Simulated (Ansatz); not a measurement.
# Response to strain in InP

Consider InP in the zinc blende structure (space group F-43m, No. 216).

```yaml
crystal:
  lattice:
    - [0.00000, 2.95348, 2.95348]
    - [2.95348, 0.00000, 2.95348]
    - [2.95348, 2.95348, 0.00000]
  atoms:
    - { symbol: In, position: [0.00000, 0.00000, 0.00000] }
    - { symbol: P, position: [0.25000, 0.25000, 0.25000] }
```

Strains are applied to the cell and any free atomic positions relax.

All numbers come from r2SCAN (Ansatz, a program for electronic structure; PAW; 500 eV plane waves; without spin-orbit coupling).

```json
[
 {"isotropic strain (%)": "-3", "pressure (GPa)": "7.7"},
 {"isotropic strain (%)": "-2.5", "pressure (GPa)": "6.2"},
 {"isotropic strain (%)": "-2", "pressure (GPa)": "4.7"},
 {"isotropic strain (%)": "-1.5", "pressure (GPa)": "3.4"},
 {"isotropic strain (%)": "-1", "pressure (GPa)": "2.2"},
 {"isotropic strain (%)": "-0.5", "pressure (GPa)": "?"},
 {"isotropic strain (%)": "0", "pressure (GPa)": "0.0"}
]
```

Fit P = P₀ − Bδ + Cδ² with δ = (1 + ε)³ − 1 to the rows shown and predict the withheld row.

Least squares on the printed values gives P₀ = 0.0 GPa, B = 64.8 GPa, C = 267 GPa (largest residual 0.0 GPa); this predicts 1.0 GPa, and the run gives 1.1 GPa, in agreement.

Stability against distortions was not tested.
